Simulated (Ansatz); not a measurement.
**Short convergence ladders for a (100) slab of HgTe (cut from a parent of space group no. 154; 12 atoms in the cell)**

```xyz
12
Lattice="4.6489 0.0000 0.0000 0.0000 10.3768 0.0000 0.0000 0.0000 21.9418" Properties=species:S:1:pos:R:3 pbc="T T T"
Hg     2.7622     0.0000     7.7030
Hg     2.7622     6.9179    10.2127
Hg     0.2867     3.4589     8.9579
Te     2.3564     5.1884     7.0000
Te     2.3564     1.7295    10.9157
Te     1.0985     8.6473     8.9579
Hg     0.4377     0.0000    11.7291
Hg     0.4377     6.9179    14.2388
Hg     2.6112     3.4589    12.9840
Te     0.0319     5.1884    11.0261
Te     0.0319     1.7295    14.9418
Te     3.4229     8.6473    12.9840
```

Base method: LDA (PW92), default PAW files made with PBE (plane waves; Ansatz, an electronic-structure program).

Base settings: basis.ecutwfc = 420 eV; kpoints.mp_grid.grid = 3 1 1; hamiltonian.xc = lda; hamiltonian.pseudopotentials = {kind: paw} (the program's default PAW files); scf.occupations.method = fermi_dirac; scf.occupations.width = 0.02 eV.

The count of work is k-points × plane waves × bands × iterations; it is no time. 

**The vacuum**

The mesh stays at the base's, so the ladder's end is converged at best in this setting alone.

Only quantities that move along the ladder and can be compared are tabulated.

| vacuum between outermost atoms (Å) | free energy less the last step's (meV/atom) | largest difference of a force vector from the last step's (eV/Å) | count of work / last |
|---|---|---|---|
| 3.0 | -43.51 | 0.433 | 0.26 |
| 4.0 | -12.95 | 0.137 | 0.27 |
| 5.0 | -3.85 | 0.042 | 0.31 |
| 6.0 | -1.18 | 0.013 | 0.37 |
| 7.0 | -0.38 | 0.005 | 0.39 |
| 8.0 | -0.13 | 0.002 | 0.45 |
| 10.0 | -0.01 | 0.001 | 0.51 |
| 12.0 | 0.00 | 0.001 | 0.57 |
| 14.0 | 0.00 | 0.001 | 0.62 |
| 17.0 | 0.00 | 0.000 | 0.71 |
| 20.0 | 0.01 | 0.001 | 0.79 |
| 25.0 | 0.01 | 0.001 | 0.93 |
| 30.0 | 0.00 | 0.000 | 1.0 |

Smallest vacuum between outermost atoms (Å) that holds the free energy within 0.5 meV/atom of the last step, with all finer ones: 7.0, at 0.39 of the last step's count of work; the step before is off by 1.2 meV/atom.

Smallest vacuum between outermost atoms (Å) that holds the forces within 0.01 eV/Å of the last step, with all finer ones: 7.0, at 0.39 of the last step's count of work; the step before is off by 0.013 eV/Å.

**The k-point mesh**

Only quantities that move along the ladder and can be compared are tabulated.

| kpoints.mp_grid.grid | free energy less the last step's (meV/atom) | largest difference of a force vector from the last step's (eV/Å) | count of work / last |
|---|---|---|---|
| 2 1 1 | 61.95 | 0.210 | 0.086 |
| 3 1 1 | 14.52 | 0.202 | 0.071 |
| 3 2 1 | 1.01 | 0.114 | 0.12 |
| 4 2 1 | -1.96 | 0.067 | 0.18 |
| 5 2 1 | -0.77 | 0.041 | 0.17 |
| 5 3 1 | -0.97 | 0.032 | 0.17 |
| 6 3 1 | -1.26 | 0.029 | 0.22 |
| 7 4 1 | 0.33 | 0.028 | 0.33 |
| 8 4 1 | 0.41 | 0.016 | 0.42 |
| 10 5 1 | 0.13 | 0.007 | 0.50 |
| 11 5 1 | 0.00 | 0.007 | 0.50 |
| 13 6 1 | -0.09 | 0.004 | 0.78 |
| 16 7 1 | 0.00 | 0.000 | 1.0 |

Coarsest kpoints.mp_grid.grid that holds the forces within 0.02 eV/Å of the last step, with all finer ones: 8 4 1, at 0.42 of the last step's count of work; the step before is off by 0.028 eV/Å.

Coarsest kpoints.mp_grid.grid that holds the free energy within 0.5 meV/atom of the last step, with all finer ones: 7 4 1, at 0.33 of the last step's count of work; the step before is off by 1.3 meV/atom.

**The plane-wave cutoff**

The mesh stays at the base's, so the ladder's end is converged at best in this setting alone.

Only quantities that move along the ladder and can be compared are tabulated.

```tsv
basis.ecutwfc	free energy less the last step's (meV/atom)	largest difference of a force vector from the last step's (eV/Å)	count of work / last
210 eV	5962.76	0.150	0.13
250 eV	1130.63	0.048	0.15
295 eV	118.05	0.027	0.21
355 eV	3.93	0.002	0.28
420 eV	1.69	0.001	0.35
505 eV	0.43	0.000	0.47
630 eV	0.12	0.000	0.65
840 eV	0.00	0.000	1.0
```

Coarsest basis.ecutwfc that holds the forces within 0.01 eV/Å of the last step, with all finer ones: 355 eV, at 0.28 of the last step's count of work; the step before is off by 0.027 eV/Å.

Coarsest basis.ecutwfc that holds the free energy within 1 meV/atom of the last step, with all finer ones: 505 eV; the step before is off by 1.7 meV/atom.

On the base run: the starting cell comes from a database of computed structures (which also holds hypothetical and non-ambient phases and stackings), without a prior relaxation at this level. The slab is cut from that crystal, and its faces are unrelaxed. Its lattice was rescaled by up to half a per cent. Spin polarisation is off, though cut faces can carry moments. In the base run, forces exceed 1 eV/Å.

Keys are those of Ansatz 0.2.
